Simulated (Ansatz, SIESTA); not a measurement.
## One structure in several programs: Mg3Re (P6_3/mmc, 8 atoms in the cell)

Relaxation of cell and atoms.

```xyz
8
Lattice="5.9097 0.0000 0.0000 -2.9548 5.1179 0.0000 0.0000 0.0000 4.8148" Properties=species:S:1:pos:R:3 pbc="T T T"
Mg     1.5478     0.8936     3.6111
Mg     1.4070     4.2243     1.2037
Mg     0.0000     1.7873     1.2037
Mg     2.9548     3.3306     3.6111
Mg     4.3618     0.8936     3.6111
Mg    -1.4070     4.2243     1.2037
Re     0.0000     3.4119     3.6111
Re     2.9548     1.7060     1.2037
```
Moments meant for the start (each program seeds them in its own way; μB, in the order of the atoms Mg Mg Mg Mg Mg Mg Re Re): 0.0 0.0 0.0 0.0 0.0 0.0 1.0 1.0.

Shared settings, as Ansatz (a program for electronic structure) writes them: kpoints.mp_grid.grid = 3 3 3; scf.occupations.method = fermi_dirac; scf.occupations.width = 0.05 eV. Potentials and cutoffs stand in the table.

```json
[
 {"code": "Ansatz", "model": "PBEsol, PAW files made with PBE", "final volume (Å³/atom)": "17.51", "cutoff": "default"},
 {"code": "SIESTA", "model": "GGA PBEsol, numerical atomic orbitals TZP, PseudoDojo PBEsol standard norm-conserving potentials (rewritten from UPF to PSML)", "final volume (Å³/atom)": "17.80", "cutoff": "grid 350 Ry"}
]
```

On Ansatz's run: spin-orbit coupling is off. The starting moments vanished: the run ended non-magnetic. The program warned that a starting moment was not kept.

The spread over the programs that give each value: final volume within 0.29 Å³/atom.

SIESTA uses small atom-centred bases, whose incompleteness enters pressures, forces and empty levels differently from a plane-wave cutoff. The programs treat the finite-basis stress differently while the cell relaxes: Ansatz adds an estimate of it.

The shared mesh is coarse (it stands for a supercell whose shortest vector is 14 Å), so the values are not converged in it.

The starting cell comes from a database of computed structures (which also holds hypothetical and non-ambient phases and stackings), without a prior relaxation at this level.

Keys are those of Ansatz 0.2.
